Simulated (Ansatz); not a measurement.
The starting structures come from a database of crystals and need not be the phases stable at ambient conditions.

Tunnelling through a barrier is set by its complex band structure: the current falls as exp(−2κd) with the smallest κ.

Here is the system:

```
GaP
1.0
    6.33293     0.00000     0.00000
    0.00000     6.65405     0.00000
    0.00000     3.32703     1.92086
Ga P
2 2
Direct
  0.49995   0.33333   0.00000
  0.99995   0.66667   0.00000
  0.12605   0.33333   0.00000
  0.62605   0.66667   0.00000
```

Space group of this cell: P6_3mc, wurtzite. The cell is taken as given.

Transport runs along the normal of the first two printed cell vectors, the (110) plane of the conventional cell.

No gap correction and no spin-orbit coupling; mid-gap values are interpolated between computed energies.

**Question.** Compute, with Ansatz (a program for electronic structure) with r2SCAN, the band gap and the smallest decay constant κ at mid-gap.

**Answer.** Gap 1.74 eV on a 6×16×16 mesh; κ = 0.132 1/Å, at the zone centre.
